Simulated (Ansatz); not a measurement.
## Response to strain in SiC

Base system: SiC (space group P6_3mc, No. 186; a = 3.078 Å, c = 10.077 Å). Axes: x lies along a and z along c of the hexagonal cell.

Strains are applied to the cell and any free atomic positions relax; under biaxial strain the out-of-plane vector relaxes too.

Computed with Kohn–Sham DFT with the r2SCAN functional, run in Ansatz (a program for electronic structure) with PAW and 500 eV plane waves, no spin-orbit coupling, earlier PAW set.

| variant | smallest direct gap | volume per atom | band gap |
|---|---|---|---|
| base | 3.78 eV | 10.33 Å³ | 2.60 eV |
| biaxial strain −4.99 %, plane normal [001], relaxed out of plane | 3.48 eV | (withheld) | (withheld) |
| biaxial strain −4.49 %, plane normal [001], relaxed out of plane | 3.52 eV | 9.51 Å³ | 2.15 eV |
| tensor shear ε_xy = +0.91 % | (withheld) | 10.33 Å³ | 2.45 eV |

Question: Complete the table.

Answer: 
- biaxial strain −4.99 %, plane normal [001], relaxed out of plane, volume per atom: 9.42 Å³
- biaxial strain −4.99 %, plane normal [001], relaxed out of plane, band gap: 2.08 eV
- tensor shear ε_xy = +0.91 %, smallest direct gap: 3.70 eV

Stability against distortions was not tested.
